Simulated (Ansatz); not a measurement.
We consider C (model structure, started from the Si type, Ia-3, No. 206, 8 atoms in the cell), described by PBEsol (Ansatz, a first-principles code, plane waves, PAW).

The input as run:

Ansatz 0.2 input:
```yaml
crystal:
  lattice:
    - [-2.2392078424, 2.2392078424, 2.2392078424]
    - [2.2392078424, -2.2392078424, 2.2392078424]
    - [2.2392078424, 2.2392078424, -2.2392078424]
  atoms:
    - { symbol: C, position: [0.1885859974, 0.1885859974, 0.1885859974] }
    - { symbol: C, position: [0.5, 0.0, 0.3114140026] }
    - { symbol: C, position: [0.3114140026, 0.5, 0.0] }
    - { symbol: C, position: [0.0, 0.3114140026, 0.5] }
    - { symbol: C, position: [0.8114140026, 0.8114140026, 0.8114140026] }
    - { symbol: C, position: [0.5, 0.0, 0.6885859974] }
    - { symbol: C, position: [0.6885859974, 0.5, 0.0] }
    - { symbol: C, position: [0.0, 0.6885859974, 0.5] }
basis:
  ecutwfc: 520
  ecutrho_ratio: 4
  xc_grid: 2
kpoints:
  mp_grid: { grid: [14, 14, 14] }
hamiltonian:
  xc: pbesol
  dispersion: none
  pseudopotentials: { kind: paw }
scf:
  occupations: { method: fermi_dirac, width: 0.05 }
output:
  forces: true
  stress: true
  eigenvalues: true
relax:
  f_tol: 0.004
  escape_saddle: false
  max_steps: 80
```

Excerpt of the program's output:

```
WARN output.stress: scf.convergence.dr2_threshold = 1.6e-8 eV (the default of a walk held to its f_tol) is looser than the 8e-10 eV advised for a printed …
Relaxation: its limit of steps is 80 (relax.max_steps)
Crystal: 8 atoms, lattice volume = 44.910 Å³
Basis set: ecut = 520 eV, 1205 PW (Γ), exchange–correlation on 60×60×60 points (8 copies of the dense FFT grid, shifted against one another)
Bands: 24, of which v1, the nominal top of the filled ones, is band 16 counted from 1 (15 counted from 0)
Symmetry: 24 space group operations
Space group: Ia-3 (ITA 206), of the structure as read, at distance tolerance 3.6e-5 Å
k-points: 148 of 2744
Functional: x = pbesol(κ = 0.804, μ = 0.12345679012345678), c = pbesol(β = 0.046)
SCF iter   1: F=—  HF=-1967.948723 eV  |F-HF|=—  |Δ(HF+E_count)|=         —  Δρ=1.08e-2  dr2=3.93e-2
SCF iter   2: F=—  HF=-1967.934393 eV  |F-HF|=—  |Δ(HF+E_count)|=   1.43e-2  Δρ=3.71e-3  dr2=3.67e-3
  ...
SCF 1 converged in 6 iterations: F = -1967.933253 eV  dr2 = 6.04e-12
Crystal: 8 atoms, lattice volume = 44.910 Å³
Initial density: handed on by an earlier stage of this run
SCF 2 converged in 3 iterations: F = -1967.934845 eV  dr2 = 2.33e-7
Crystal: 8 atoms, lattice volume = 44.910 Å³
SCF 3 converged in 4 iterations: F = -1967.935265 eV  dr2 = 4.54e-10
Crystal: 8 atoms, lattice volume = 44.910 Å³
SCF iter   1: F=—  HF=-1967.935264 eV  |F-HF|=—  |Δ(HF+E_count)|=         —  Δρ=1.97e-6  dr2=4.59e-10
SCF iter   2: F=-1967.935265 eV  HF=-1967.935265 eV  |F-HF|=6.82e-11  |Δ(HF+E_count)|=   1.41e-6  Δρ=9.77e-7  dr2=1.07e-10
SCF 4 converged in 2 iterations: F = -1967.935265 eV  dr2 = 1.07e-10
relax step   4: F+E_penalty+E_count = -1967.93526540 eV  Δ(F+E_penalty+E_count) = -3.183e-11 eV  max|allowed force component| = 4.215e-4 eV/Å  Δτ_max = 0.0000 Å  (2 SCF iters, accepted)
SCF converged after 2 iterations
Free energy (F): -1967.935265 eV
Internal energy: -1967.935265 eV  (E = F + TS)
E sigma→0 (E₀):  -1967.935265 eV
Fermi energy:    14.675482 eV
--- Forces (eV/Å), atoms counted from 1 ---
  atom   1  C      0.00042148     0.00042148     0.00042148
  atom   2  C     -0.00042148    -0.00042148     0.00042148
  atom   3  C      0.00042148    -0.00042148    -0.00042148
  atom   4  C     -0.00042148     0.00042148    -0.00042148
  atom   5  C     -0.00042148    -0.00042148    -0.00042148
  atom   6  C      0.00042148     0.00042148    -0.00042148
  atom   7  C     -0.00042148     0.00042148     0.00042148
  atom   8  C      0.00042148    -0.00042148     0.00042148
--- Stress (GPa, compression-positive) ---
       -7.782953       0.000000       0.000000
        0.000000      -7.782953      -0.000000
        0.000000       0.000000      -7.782953
  P = ⅓ Tr σ = -7.7830 GPa (-77.830 kbar)
```

The cell is one volume of an energy–volume scan, off the minimum.

The PAW data were made under PBE.

Note: the relaxation could raise the start's symmetry but not lower it, so the cell can be a saddle point.

Computing time: around 27 core-seconds (rough).

A model structure was made by putting elements into a prototype or built by hand; it is no filed structure, need not be a known phase, and can be a saddle point held by its symmetry.
